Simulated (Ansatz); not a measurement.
# How far to go with the k-point mesh: Mg (P-3m1, 2 atoms in the cell)

```
Mg
1.0
    1.60018    -2.77160     0.00000
    1.60018     2.77160     0.00000
    0.00000     0.00000     5.19437
Mg
2
Direct
  0.33333   0.66667   0.25963
  0.66667   0.33333   0.75000
```

Level of theory: LDA (PW92), default PAW files made with PBE (plane waves; Ansatz, a first-principles code).

Base settings: basis.ecutwfc = 30.9 Ry; kpoints.mp_grid.grid = 12 12 7; hamiltonian.xc = lda; hamiltonian.pseudopotentials = {kind: paw} (the program's default PAW files); scf.occupations.method = fermi_dirac; scf.occupations.width = 0.0073 Ry.

The second cell is the first with its lattice scaled by 0.98.

Only quantities that move along the ladder and can be compared are tabulated.

The count of work is k-points × plane waves × bands × iterations; it is no time. 

The starting cell has typed, rounded lattice constants, without a prior relaxation at this level. Its lattice was rescaled by up to half a per cent. One atom was moved a little off its site on purpose. Ansatz's pressure includes its estimate of the finite-basis (Pulay) stress.

```tsv
kpoints.mp_grid.grid	free energy less the last step's (meV/atom)	energy of the compressed cell less the first (meV/atom)	pressure (GPa)	largest difference of a force vector from the last step's (eV/Å)	count of work / last
2 2 1	128.89	-7.80	-1.91	0.061	0.00069
2 2 2	554.83	1.47	-0.90	0.178	0.0018
3 3 2	335.84	-3.88	-1.51	0.037	0.0024
4 4 2	-12.30	-10.50	-2.22	0.045	0.0028
4 4 3	-53.02	-10.43	-2.25	0.015	0.0031
5 5 3	-29.93	-9.66	-2.16	0.026	0.0048
6 6 3	44.27	-9.26	-2.09	0.008	0.0059
6 6 4	30.92	-9.64	-2.15	0.025	0.0083
7 7 4	-11.27	-8.39	-2.00	0.026	0.0097
8 8 4	-6.92	-10.39	-2.24	0.011	0.012
8 8 5	-11.77	-9.88	-2.17	0.004	0.014
9 9 5	3.09	-9.92	-2.17	0.004	0.017
10 10 6	-0.04	-9.07	-2.07	0.004	0.025
11 11 6	-5.88	-10.33	-2.22	0.001	0.029
12 12 7	0.06	-10.04	-2.18	0.001	0.039
14 14 8	-1.44	-9.93	-2.17	0.001	0.058
15 15 8	0.05	-9.89	-2.17	0.002	0.067
17 17 9	-0.32	-9.73	-2.15	0.001	0.090
19 19 10	0.81	-9.72	-2.15	0.000	0.12
21 21 11	-0.24	-9.82	-2.16	0.000	0.16
23 23 13	0.06	-9.72	-2.15	0.001	0.23
26 26 14	0.07	-9.76	-2.15	0.000	0.31
28 28 15	-0.05	-9.79	-2.16	0.000	0.38
31 31 17	-0.01	-9.78	-2.16	0.000	0.52
35 35 19	0.00	-9.77	-2.15	0.000	0.73
39 39 21	0.00	-9.77	-2.15	0.000	1.0
```

Coarsest kpoints.mp_grid.grid that holds the free energy within 2 meV/atom of the last step, with all finer ones: 12 12 7, at 0.039 of the last step's count of work; the step before is off by 5.9 meV/atom.

Coarsest kpoints.mp_grid.grid that holds the forces within 0.02 eV/Å of the last step, with all finer ones: 8 8 4, at 0.012 of the last step's count of work; the step before is off by 0.026 eV/Å.

Coarsest kpoints.mp_grid.grid that holds the energy of the compressed cell less the first within 0.2 meV/atom of the last step, with all finer ones: 14 14 8, at 0.058 of the last step's count of work; the step before is off by 0.27 meV/atom.

The energy difference between the two cells stays within 1 meV/atom of the last step's from 8 8 4 on, the total only from 15 15 8 on: much of the error is common to both cells and cancels.

Keys are those of Ansatz 0.2.
